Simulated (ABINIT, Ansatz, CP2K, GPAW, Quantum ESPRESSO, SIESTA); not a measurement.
# One structure in several programs: Ge3Rh (I4/mmm, 4 atoms in the cell)

Self-consistent single point.

```
Ge3Rh
1.0
   -2.12256     2.12256     3.73766
    2.12256    -2.12256     3.73766
    2.12256     2.12256    -3.73766
Ge Rh
3 1
Cartesian
  0.00000   2.12256   1.86883
  2.12256   0.00000   1.86883
  0.00000   0.00000   3.73766
  0.00000   0.00000   0.00000
```

All programs got the same cell, k-point mesh and kind of occupations (in Ansatz's words: kpoints.mp_grid.grid = 8 8 8; scf.occupations.method = gaussian; scf.occupations.width = 0.05 eV); potentials, basis and cutoffs are each program's usual ones.

| code | model | pressure (GPa) | k-points | cutoff |
|---|---|---|---|---|
| Ansatz | LDA (PW92), PAW files made with PBE | -8.57 | 59 | default |
| Quantum ESPRESSO | LDA (PZ), PSlibrary ultrasoft (LDA) pseudopotentials | -8.41 | 59 | 60 Ry |
| ABINIT | LDA (PW92), norm-conserving pseudopotentials (PseudoDojo nc-sr-04 LDA standard) | -8.54 | 59 | 44 Ha |
| CP2K | LDA (Pade form), GPW, TZVP-MOLOPT-SR-GTH basis, GTH-PADE potentials (GTH_POTENTIALS) | -9.34 | 260 | grid 500 Ry |
| GPAW | LDA (Perdew-Wang 92), GPAW PAW datasets LDA (gpaw-data 1.0.1) | -8.20 | 59 | 550 eV |
| SIESTA | LDA PW92, numerical atomic orbitals DZP, PseudoDojo LDA standard norm-conserving potentials (rewritten from UPF to PSML) | -5.69 | 296 | grid 400 Ry |

The spread over the programs that give each value: pressure within 3.65 GPa.

The starting cell comes from a database of computed structures (which also holds hypothetical and non-ambient phases and stackings), without a prior relaxation at this level. On Ansatz's run: Spin polarisation is off. In the base run, with a pressure of about -9 GPa the cell is away from its equilibrium volume at this level.

### Question
Why do the programs differ, and what cannot be compared?

### Answer
Differences of this kind can come from the potentials, where these differ, and from what each basis and cutoff leave unconverged. The valence holds different numbers of electrons (Ansatz (a program for electronic structure) 59, Quantum ESPRESSO 29, ABINIT 59, CP2K 29, GPAW 27, SIESTA 59). The zero of total energies and Fermi levels follows the potentials and each program's conventions, so they are not compared here. CP2K and SIESTA use small atom-centred bases, whose incompleteness enters pressures, forces and empty levels differently from a plane-wave cutoff. Ansatz's pressure is given at a fixed set of plane waves, as the other plane-wave codes print theirs; with its correction for the finite basis it is -8.52 GPa. The same LDA comes in different parametrisations, which differ slightly. The programs reduce the same mesh by symmetry to different extents, which changes the work and not the result. In the pressure, SIESTA (by 2.78) lies more than 1 GPa from the median of the plane-wave programs.

Left out of this page: Elk (not drawn, or without a comparable value); FLEUR (with a known weakness of the program).

Keys are those of Ansatz 0.2.
